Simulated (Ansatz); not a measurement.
Given:

```yaml
crystal:
  lattice:
    - [3.01738, 0.00000, 0.00000]
    - [-1.50869, 2.61313, 0.00000]
    - [0.00000, 0.00000, 3.24877]
  atoms:
    - { symbol: Ti, position: [0.00000, 0.00000, 0.00000] }
    - { symbol: B, position: [0.66667, 0.33333, 0.50000] }
    - { symbol: B, position: [0.33333, 0.66667, 0.50000] }
```

No spin polarisation.

Calculations: DFT with PBEsol, PAW potentials and a 420 eV plane-wave cutoff in Ansatz (a first-principles code), no SOC. k-mesh 13×13×10 (Γ-centred); smearing 0.05 eV (Fermi–Dirac).

Question: Predict the pressure and band gap.

Answer: The pressure (mean of the normal stresses, compression positive) is -4.4 GPa. The band gap is zero.

The mesh was chosen for an insulator and is coarse for the gapless case. The cells carry an imposed strain or load. Stability against distortions was not tested. The final runs are not spin-polarised. The cell was made from TiB$_{2}$ (space group P6/mmm, No. 191) by this change: uniaxial strain ε_zz = +2.00 %.
